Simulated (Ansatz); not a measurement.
Pressure series in TiPd

The parent structure is TiPd in the CsCl type structure (space group Pm-3m, No. 221).

```
CELL_PARAMETERS angstrom
      3.13220     0.00000     0.00000
      0.00000     3.13220     0.00000
      0.00000     0.00000     3.13220
ATOMIC_POSITIONS crystal
  Ti 0.50000 0.50000 0.50000
  Pd 0.00000 0.00000 0.00000
```

Cell and atoms are relaxed at each pressure.

All numbers come from PBEsol, PAW, 420 eV (Ansatz, a program for electronic structure; scalar-relativistic without spin-orbit coupling).

```
P (GPa)  V (Å³/atom)
-------  -----------
-2.01         15.551
-1.01         15.457
0.30          15.338
0.70          15.302
1.50          15.233
2.98          15.108
5.00          14.947
7.50          14.760
10.00         14.584
```

Question: Fit a third-order Birch–Murnaghan equation of state.

Answer: Least squares on P(V) = (3B₀/2)[(V₀/V)^(7/3) − (V₀/V)^(5/3)]·[1 + (3/4)(B₀′ − 4)((V₀/V)^(2/3) − 1)] gives V₀ = 15.36 Å³/atom, B₀ = 171 GPa and B₀′ = 4.5.

Load acts through the strain it causes; cell and atoms are relaxed under it. Stability against distortions was not tested. No other phases were tried under pressure. All final runs are without spin polarisation.
